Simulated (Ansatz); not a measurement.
By PBEsol, the system below comes out a metal.

Here is the system:

```
CELL_PARAMETERS angstrom
      4.55550     0.00000     0.00000
      0.00000     7.59798     0.00000
      0.00000     3.79899     2.21603
ATOMIC_POSITIONS crystal
  Ga 0.58460 0.34430 0.00000
  Ga 0.41540 0.65570 0.00000
  Ga 0.08460 0.15570 0.00000
  Ga 0.91540 0.84430 0.00000
```

The cell is taken as given.

The current flows along the normal of the first two printed cell vectors. No spin-orbit coupling; the value is a mean over 0.1 eV about the Fermi level.

Task: Predict the ballistic conductance per area from PBEsol run with Ansatz (a quantum-chemistry and plane-wave program).

Result: 0.62 × 10¹⁵ S/m² for both spins.
